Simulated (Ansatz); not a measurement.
# What 5 layers does to CeO2

Consider CeO$_{2}$ in the fluorite structure (space group Fm-3m, No. 225; a = 5.438 Å). Axes: x, y, z lie along the cube axes.

Now apply this change: a free-standing slab of 5 layers (15 atoms, 3 a layer) is cut normal to [111], with 15 Å of vacuum and the in-plane cell held at bulk.

Level of theory: DFT with r2SCAN, PAW potentials and a 500 eV plane-wave cutoff in Ansatz (a first-principles code), scalar-relativistic without spin-orbit coupling, earlier PAW set. Γ-centred 10×10×1 mesh, Fermi–Dirac width 0.05 eV, for the changed cell.

```json
[
 {"quantity": "layer's space group (with vacuum)", "base": "–", "changed": "P-3m1 (No. 164)", "shift": "–"},
 {"quantity": "shortest interatomic distance", "base": "2.355 Å", "changed": "2.315 Å", "shift": "-0.040 Å"},
 {"quantity": "band gap", "base": "2.16 eV", "changed": "2.12 eV", "shift": "-0.04 eV"},
 {"quantity": "gap character", "base": "–", "changed": "indirect, k = (0, 0.300, 0) in the run's primitive reciprocal basis → M", "shift": "–"},
 {"quantity": "excess energy per area of both faces (slab less bulk energy over the cell's area: twice a surface energy)", "base": "–", "changed": "1.72 J/m²", "shift": "–"},
 {"quantity": "thickness between the outermost nuclei", "base": "–", "changed": "14.03 Å", "shift": "–"},
 {"quantity": "change of the spacing d12 from its bulk value of 0.785 Å", "base": "–", "changed": "-3.4 %", "shift": "–"},
 {"quantity": "change of the spacing d23 from its bulk value of 0.785 Å", "base": "–", "changed": "+0.7 %", "shift": "–"}
]
```

Cost of the whole job for the changed cell (relaxation, final SCF and bands): around 14 core-minutes (rough).

Slab and bulk use different k-meshes, which limits the precision of the excess energy. No phonon test of stability was made. Starting moments died away, wholly or in part, for the base; another magnetic solution may exist. The final runs are not spin-polarised. k-point labels follow each cell's own Brillouin zone.
